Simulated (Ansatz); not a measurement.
The parent structure is Bi in the A7 type structure (space group R-3m, No. 166; layered).

```
Bi
1.0
    2.26027     1.30497     4.00943
   -2.26027     1.30497     4.00943
    0.00000    -2.60994     4.00943
Bi
2
Cartesian
  0.00000   0.00000   2.81111
  0.00000   0.00000   9.21719
```

Computed with Kohn–Sham DFT with the r2SCAN+rVV10 functional, run in Ansatz (an electronic-structure program) with PAW and 500 eV plane waves, no SOC.

Base values:

| Item | Value |
|---|---|
| Shortest interatomic distance | 306.8 pm |

Perturbation: a free-standing slab of 4 layers (8 atoms, 2 a layer) is cut normal to the stacking axis, with 15 Å of vacuum and the in-plane cell relaxed.

Q: What does the calculation give for the excess energy per area of both faces after the change?

A: The excess energy per area of both faces (slab less bulk energy over the cell's area: twice a surface energy) comes out as 0.6 J/m² (uncertain by up to 0.08 J/m²).

Q: Predict the new shortest interatomic distance.

A: The shortest interatomic distance shrinks by 2.5 pm (306.8 pm → 304.3 pm).

The excess energy carries the mismatch between the slab's and the bulk's meshes. No phonon test of stability was made.
